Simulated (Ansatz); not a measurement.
Amorphous silicon oxynitride (Si₅₄O₄₈N₄₀), 142 atoms at 2.51 g/cm³, one PBE-relaxed geometry, zone centre. Methods: PBE, scalar-relativistic without spin-orbit coupling (Ansatz, a first-principles code); r2SCAN, scalar-relativistic without spin-orbit coupling (Ansatz); HSE06, scalar-relativistic without spin-orbit coupling (Ansatz). Plane waves to 420 eV (r2SCAN 500 eV); exact exchange is cut at the cell's faces. At PBE the levels at the filled edge of the gap are localised (band-tail or defect states), and the nearest spread-out levels lie 3.4 eV apart at the zone centre. The higher rungs were started with moments on some atoms, which died out.

Preparation: random packing, a CHGNet melt and quench, and a DFT relaxation. O and N atoms were pushed apart under 1.9 Å during the dynamics, to hinder bonds among them. The hot cell started wider than the set density and was brought back towards it in steps. It is the lowest in DFT energy of 4 quenches. It is a model cell: composition and starting density were chosen by hand, and all elements were melted together. No dispersion term was used. Its density started from a set value of 2.51 and ended at 2.51 g/cm³. The simulated quench (nominally 180 K/ps over its main leg) is rapid and tends to freeze in more defects than a deposited or slowly cooled glass has. One small periodic cell is one sample of the glass; other quenches scatter about these values. The volume was held where the preparation left it and the shape relaxed, at a PBE pressure of -1.9 GPa (tension). Stress components on the final sampling reach 1.9 GPa.

The relaxation ran on the zone centre alone. At PBE the level gap is 2.50 eV on a 2×2×2 Γ-centred mesh, and the spacing at the zone centre alone 2.50 eV.

Problem. What zone-centre spacing does r2SCAN give, roughly?

Solution. 3.00 eV (+0.49 eV against PBE).

Problem. What zone-centre spacing does HSE06 give, roughly?

Solution. 3.91 eV (+1.41 eV against PBE).

The highest filled and the lowest empty state spread over these numbers of atoms (participation numbers): PBE: 2.2 and 74.8; r2SCAN: 2.1 and 77.8; HSE06: 2.1 and 76.4.
